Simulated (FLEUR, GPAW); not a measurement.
A FLEUR input for a self-consistent single point of InPd₃ (I4/mmm, 4 atoms in the cell) (DFT, PBEsol, all-electron FLAPW (FLEUR), scalar-relativistic valence):

Input of the input generator:

```
scf InPd3
&input film=f /
-0.4339299166 0.4339299166 0.7895629519
0.4339299166 -0.4339299166 0.7895629519
0.4339299166 0.4339299166 -0.7895629519
8.8179629523
1.0 1.0 1.0

4
49 0.0000000000 0.0000000000 0.0000000000
46 0.7500000000 0.2500000000 0.5000000000
46 0.2500000000 0.7500000000 0.5000000000
46 0.5000000000 0.5000000000 0.0000000000

&comp jspins=1 /
&exco xctyp='PBEs' /
&kpt div1=9 div2=9 div3=9 /
&end /
```

```xml
<?xml version="1.0" encoding="UTF-8" standalone="no"?>
<fleurInput fleurInputVersion="0.39">
   <comment>
      scf InPd3                                                                                           
   </comment>
   <calculationSetup>
      <cutoffs Kmax="4.1" Gmax="14.3" GmaxXC="14.3" numbands="0"/>
      <scfLoop itmax="60" minDistance="0.00001" maxIterBroyd="25" imix="Anderson" alpha="0.05" precondParam="0.0" spinf="2.0"/>
      <coreElectrons ctail="T" frcor="F" kcrel="0" coretail_lmax="0"/>
      <xcFunctional name="PBEs" relativisticCorrections="F"/>
      <magnetism jspins="1"/>
      <soc l_soc="F" theta="0.0" phi="0.0" spav="F"/>
      <expertModes spex="0" secvar="F"/>
      <geometryOptimization l_f="T" forcealpha="1.0" forcemix="BFGS" epsdisp="0.00001" epsforce="0.00001"/>
      <ldaU l_linMix="F" mixParam="0.05" spinf="1.0"/>
   </calculationSetup>
   <cell>
      <bzIntegration valenceElectrons="61.0" mode="hist" fermiSmearingEnergy="0.00367493">
         <kPointListSelection listName="default-1"/>
         <!-- k-points included here -->
         <xi:include xmlns:xi="http://www.w3.org/2001/XInclude" href="kpts.xml"> </xi:include>
      </bzIntegration>
      <!-- symmetry operations included here -->
      <xi:include xmlns:xi="http://www.w3.org/2001/XInclude" href="sym.xml"> </xi:include>
      <bulkLattice scale="1.0">
         <bravaisMatrix>
            <row-1>   -3.8263779284734292     3.8263779284734292     6.9623368583628276</row-1>
            <row-2>    3.8263779284734292    -3.8263779284734292     6.9623368583628276</row-2>
            <row-3>    3.8263779284734292     3.8263779284734292    -6.9623368583628276</row-3>
         </bravaisMatrix>
      </bulkLattice>
   </cell>
   <atomSpecies>
      <species name="Indium (In)" element="In" atomicNumber="49">
         <mtSphere radius="2.46" gridPoints="849" logIncrement="0.015"/>
         <atomicCutoffs lmax="10" lnonsphr="8"/>
         <electronConfig flipSpins="F">
            <coreConfig>(1s1/2) (2s1/2) (2p1/2) (2p3/2) (3s1/2) (3p1/2) (3p3/2) (4s1/2) (3d3/2) (3d5/2) (4p1/2) (4p3/2)</coreConfig>
            <valenceConfig>(5s1/2) (4d3/2) (4d5/2) (5p1/2) (5p3/2)</valenceConfig>
            <stateOccupation state="(5p1/2)" spinUp="0.1666666666667" spinDown="0.1666666666667"/>
            <stateOccupation state="(5p3/2)" spinUp="0.3333333333333" spinDown="0.3333333333333"/>
         </electronConfig>
         <energyParameters s="5" p="5" d="5" f="4"/>
         <lo type="SCLO" l="2" n="4" eDeriv="0"/>
      </species>
      <species name="Palladium (Pd)" element="Pd" atomicNumber="46">
         <mtSphere radius="2.46" gridPoints="849" logIncrement="0.015"/>
         <atomicCutoffs lmax="10" lnonsphr="8"/>
         <electronConfig flipSpins="F">
            <coreConfig>(1s1/2) (2s1/2) (2p1/2) (2p3/2) (3s1/2) (3p1/2) (3p3/2) (4s1/2) (3d3/2) (3d5/2)</coreConfig>
            <valenceConfig>(4p1/2) (4p3/2) (5s1/2) (4d3/2) (4d5/2)</valenceConfig>
            <stateOccupation state="(5s1/2)" spinUp="0.5" spinDown="0.5"/>
            <stateOccupation state="(4d3/2)" spinUp="1.8" spinDown="1.8"/>
            <stateOccupation state="(4d5/2)" spinUp="2.7" spinDown="2.7"/>
         </electronConfig>
         <energyParameters s="5" p="5" d="4" f="4"/>
         <lo type="SCLO" l="1" n="4" eDeriv="0"/>
      </species>
   </atomSpecies>
   <atomGroups>
      <atomGroup species="Indium (In)">
         <relPos label="                   1">.0000000000 .0000000000 .0000000000</relPos>
         <force calculate="T" relaxXYZ="TTT"/>
      </atomGroup>
      <atomGroup species="Palladium (Pd)">
         <relPos label="                   2">-1.000/4.000 1.000/4.000 1.000/2.000</relPos>
         <relPos label="                   3">1.000/4.000 -1.000/4.000 1.000/2.000</relPos>
         <force calculate="T" relaxXYZ="TTT"/>
      </atomGroup>
      <atomGroup species="Palladium (Pd)">
         <relPos label="                   4">1.000/2.000 1.000/2.000 .0000000000</relPos>
         <force calculate="T" relaxXYZ="TTT"/>
      </atomGroup>
   </atomGroups>
   <output dos="F" band="F" slice="F">
      <checks vchk="F" cdinf="F"/>
      <bandDOS minEnergy="-.5*Htr" maxEnergy="0.5*Htr" sigma="0.015" storeEVData="T"/>
      <vacuumDOS vacdos="F" integ="F" star="F" nstars="0" locx1="0.0" locy1="0.0" locx2="0.0" locy2="0.0" nstm="0" tworkf="0.0"/>
      <unfoldingBand unfoldBand="F" supercellX="1" supercellY="1" supercellZ="1"/>
      <plotting iplot="0" polar="F">
         <plot TwoD="T" vec1="  1.0  0.0  0.0" vec2="  0.0  1.0  0.0" vec3="  0.0  0.0  1.0" zero="  0.0  0.0  0.0" file="plot"/>
      </plotting>
      <chargeDensitySlicing numkpt="0" minEigenval="0.0" maxEigenval="0.0" nnne="0" pallst="F"/>
      <specialOutput eonly="F"/>
      <magneticCircularDichroism mcd="F" energyLo="-10.0" energyUp="0.0"/>
   </output>
  <!-- We include the file relax.xml here to enable relaxations (see documentation) -->
  <xi:include xmlns:xi="http://www.w3.org/2001/XInclude" href="relax.xml"> <xi:fallback/> </xi:include>
</fleurInput>
```

### Question
Translate this input to GPAW.

### Answer
One input that does it (others would too):

```python
from ase import Atoms
from ase.units import GPa
from gpaw import GPAW, PW, FermiDirac

atoms = Atoms(['In', 'Pd', 'Pd', 'Pd'],
              cell=[[-2.024832, 2.024832, 3.684310],
                    [2.024832, -2.024832, 3.684310],
                    [2.024832, 2.024832, -3.684310]],
              scaled_positions=[[0.000000, 0.000000, 0.000000],
                                [0.750000, 0.250000, 0.500000],
                                [0.250000, 0.750000, 0.500000],
                                [0.500000, 0.500000, 0.000000]],
              pbc=True)

calc = GPAW(mode=PW(550),
            xc='PBEsol',
            kpts=(9, 9, 9),
            occupations=FermiDirac(0.1),
            nbands=-10,
            convergence={'density': 1e-05, 'energy': 1e-05},
            symmetry={'symmorphic': False, 'tolerance': 0.0005},
            maxiter=120)

atoms.calc = calc

energy = atoms.get_potential_energy()
print('Energy (eV):', round(energy, 6))
forces = atoms.get_forces()
print('Forces (eV/Ang):')
print(forces.round(5))
stress = atoms.get_stress()
print('Stress (GPa, Voigt):', (stress / GPa).round(4))
```

Basis settings and potentials, where a program has them, do not carry over. This input uses DFT PBEsol, plane waves, GPAW PAW datasets PBEsol (made by gpaw-setup).

The starting cell comes from a database of computed structures (which also holds hypothetical and non-ambient phases and stackings), without a prior relaxation at this level. For this run, on top of that: lattice scaled by 0.98.
